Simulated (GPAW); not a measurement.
A self-consistent single point of SrCd (Pm-3m, 2 atoms in the cell) with GPAW.

Method: PBEsol, GPAW PAW datasets PBEsol (made by gpaw-setup) (plane waves; GPAW).

```xyz
2
Lattice="4.0356 0.0000 0.0000 0.0000 4.0356 0.0000 0.0000 0.0000 4.0356" Properties=species:S:1:pos:R:3 pbc="T T T"
Sr     2.0178     2.0178     2.0178
Cd     0.0000     0.0000     0.0000
```

Reference input (self-consistent single point, DFT LDA (Perdew-Wang 92), plane waves, GPAW PAW datasets LDA (gpaw-data 1.0.1)): mode = pw; ecut = 550 eV; xc = LDA; kpts = 11 11 11; mesh shift (steps) = 0 0 0; occupations.name = fermi-dirac; occupations.width = 0.1 eV; nbands = -8; convergence.density = 1e-05 e/electron; symmetry.symmorphic = false; symmetry.tolerance = 0.0005; maxiter = 120. This run's input differs from it in these lines:

```diff
@@ -13,3 +13,3 @@
 calc = GPAW(mode={'name': 'pw', 'ecut': 550},
-            xc='LDA',
+            xc='PBEsol',
             kpts=(11, 11, 11),
```

Its files differ too (potentials: GPAW PAW datasets PBEsol (made by gpaw-setup)).

Output, abridged:

```
     iter     time        total  log10-change:
                         energy   eigst   dens
iter:   1 --:--:--    -4.018610
iter:   2 --:--:--    -4.012169   -1.71  -1.48
iter:   3 --:--:--    -3.894325   -1.61  -1.51
iter:   4 --:--:--    -3.964028   -2.32  -1.92
iter:   5 --:--:--    -3.878142   -2.24  -2.05
iter:   6 --:--:--    -3.878098   -3.84  -2.83
iter:   7 --:--:--    -3.880529c  -3.36  -2.88
iter:   8 --:--:--    -3.877336c  -3.44  -2.78
iter:   9 --:--:--    -3.877295c  -5.86  -3.30
iter:  10 --:--:--    -3.877387c  -4.46  -3.39
iter:  11 --:--:--    -3.877223c  -5.06  -3.49
iter:  12 --:--:--    -3.877222c  -6.46  -4.20
iter:  13 --:--:--    -3.877222c  -7.48c -4.33
iter:  14 --:--:--    -3.877222c  -9.24c -4.75
iter:  15 --:--:--    -3.877222c  -8.66c -4.70
iter:  16 --:--:--    -3.877222c  -7.44c -4.67
iter:  17 --:--:--    -3.877222c  -8.06c -4.77
iter:  18 --:--:--    -3.877222c  -9.43c -4.93
iter:  19 --:--:--    -3.877222c  -9.60c -4.97
iter:  20 --:--:--    -3.877222c -10.15c -5.02c
Converged after 20 iterations.

Dipole moment: (0.000000, 0.000000, 0.000000) |e|*Ang

Energy contributions relative to reference atoms: (reference = -238546.895995)

Kinetic:         +2.004711
Potential:       +0.915264
External:        +0.000000
XC:              -6.690112
Entropy (-ST):   -0.051147
Local:           -0.081512
SIC:             +0.000000
--------------------------
Free energy:     -3.902795
Extrapolated:    -3.877222

Showing only first 2 kpts
 Kpt  Band  Eigenvalues  Occupancy
  0     9     -0.51031    2.00000
  0    10      6.61967    0.00000
  0    11      6.61967    0.00000
  0    12      9.12062    0.00000

  1     9     -0.41588    2.00000
  1    10      6.45738    0.00001
  1    11      6.64573    0.00000
  1    12      8.85491    0.00000

Fermi level: 5.22263

No gap
No difference between direct/indirect transitions
Energy (eV): -3.877222

Forces in eV/Ang:
  0 Sr    0.00000    0.00000    0.00000
  1 Cd    0.00000    0.00000    0.00000

Stress tensor:
     0.006752    -0.000000     0.000000
    -0.000000     0.006752     0.000000
     0.000000     0.000000     0.006752
Stress (GPa, Voigt): [ 1.0818  1.0818  1.0818  0.      0.     -0.    ]
```

The run converged in 20 iterations. GPAW prints stress with tension positive. Against the reference run the pressure goes from -2.61 to -1.08 GPa.

The starting cell comes from a database of computed structures (which also holds hypothetical and non-ambient phases and stackings), without a prior relaxation at this level.

Cost on one core of a shared machine: roughly 60 s.
